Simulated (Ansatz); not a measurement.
Band structure of Sb (R-3m, 2 atoms in the cell).

```
Sb
1.0
    2.16357     1.24914     3.80613
   -2.16357     1.24914     3.80613
    0.00000    -2.49827     3.80613
Sb
2
Direct
  0.26826   0.26826   0.26826
  0.73174   0.73174   0.73174
```

Method: PBE (plane waves, PAW; Ansatz, a first-principles code).

Settings: kpoints.mp_grid.grid = 8 8 8; hamiltonian.xc = pbe; hamiltonian.pseudopotentials = {kind: paw} (the program's default PAW files); scf.occupations.method = fermi_dirac; scf.occupations.width = 0.136 eV; kpoints.band_path.path = [[0.0, 0.0, 0.0], [0.5, 0.0, 0.0], [0.5, 0.23847251, -0.23847251]]; kpoints.band_path.npoints = 8.

The starting cell comes from a database of computed structures (which also holds hypothetical and non-ambient phases and stackings), without a prior relaxation at this level. Its lattice was rescaled by a random factor within 2.5 % of one. Spin-orbit coupling is off.

Levels in eV from the Fermi level, bands 12 to 18:
```json
[
 {"point": "Γ", "12": "-4.93", "13": "-2.02", "14": "-1.79", "15": "-1.79", "16": "1.90", "17": "2.60", "18": "2.60"},
 {"point": "L", "12": "-9.54", "13": "-2.03", "14": "-1.91", "15": "-0.29", "16": "-0.23", "17": "0.24", "18": "0.65"},
 {"point": "B1", "12": "-9.00", "13": "-4.89", "14": "-4.71", "15": "-0.83", "16": "0.76", "17": "4.52", "18": "4.60"}
]
```

Bands cross the Fermi level along this path, so the cell is metallic at this level.

Keys are those of Ansatz 0.2.
